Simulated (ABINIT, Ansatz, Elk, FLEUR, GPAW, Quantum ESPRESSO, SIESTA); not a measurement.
**Code comparison for GaFe (P-6m2, 2 atoms in the cell)**

Self-consistent single point, at a second geometry (lattice scaled by 0.98). First geometry:

```yaml
crystal:
  lattice:
    - [2.73219, 0.00000, 0.00000]
    - [-1.36610, 2.36615, 0.00000]
    - [0.00000, 0.00000, 4.00740]
  atoms:
    - { symbol: Ga, position: [0.00000, 0.00000, 0.50000] }
    - { symbol: Fe, position: [0.66667, 0.33333, 0.00000], spin: 4.0 }
```
(The spins are starting values, not results.)

Shared settings, as Ansatz (a first-principles code) writes them: kpoints.mp_grid.grid = 11 11 7; scf.occupations.method = fermi_dirac; scf.occupations.width = 0.0073 Ry. Potentials and cutoffs stand in the table.

```csv
code,model,ΔF from the first geometry (meV/atom),pressure (GPa),size of the net moment (μB/atom),cutoff
FLEUR,"LDA (Vosko-Wilk-Nusair), all-electron FLAPW (FLEUR), scalar-relativistic valence",-34.4,–,0.85,Kmax 4.5 1/bohr
GPAW,"LDA (Perdew-Wang 92), GPAW PAW datasets LDA (gpaw-data 1.0.1)",-25.4,-1.17,0.84,800 eV
Ansatz,"LDA (PW92), PAW files made with PBE",-34.0,-3.03,0.85,30.9 Ry
SIESTA,"LDA PW92, numerical atomic orbitals TZP, PseudoDojo LDA standard norm-conserving potentials (rewritten from UPF to PSML)",-40.6,-3.95,0.91,grid 400 Ry
Elk,"LDA (PW92), all-electron FP-LAPW, Elk's shipped species files, default APW+lo basis",-41.3,–,0.83,default
ABINIT,"LDA (PW92), norm-conserving pseudopotentials (PseudoDojo nc-sr-04 LDA standard)",-31.9,-2.50,0.90,45 Ha
Quantum ESPRESSO,"LDA (PZ), GBRV 1.5 ultrasoft (LDA) pseudopotentials",-30.7,-2.55,0.89,50 Ry
```

A dash marks a value that a program does not give, or that is left out as unsure.

On Ansatz's run: with one magnetic atom in the cell only a parallel order is possible.

The spread over the programs that give each value: ΔF from the first geometry within 15.9 meV/atom; pressure within 2.78 GPa; size of the net moment within 0.08 μB/atom.

SIESTA uses small atom-centred bases, whose incompleteness enters pressures, forces and empty levels differently from a plane-wave cutoff. FLEUR and Elk treat all electrons, but the usual bases taken here (sphere radii, linearisation, local orbitals, empty states) were not tested for convergence, so the values are no reference for the others. Ansatz's pressure is given at a fixed set of plane waves, as the other plane-wave codes print theirs; with its correction for the finite basis it is -2.95 GPa. The same LDA comes in different parametrisations, which differ slightly. In the pressure, GPAW (by 1.36) and SIESTA (by 1.42) lie more than 1 GPa from the median of the plane-wave programs.

The starting cell comes from a database of computed structures (which also holds hypothetical and non-ambient phases and stackings), without a prior relaxation at this level. Its lattice was rescaled by a random factor within 2.5 % of one. For this run, on top of that: lattice scaled by 0.98.

Keys are those of Ansatz 0.2.
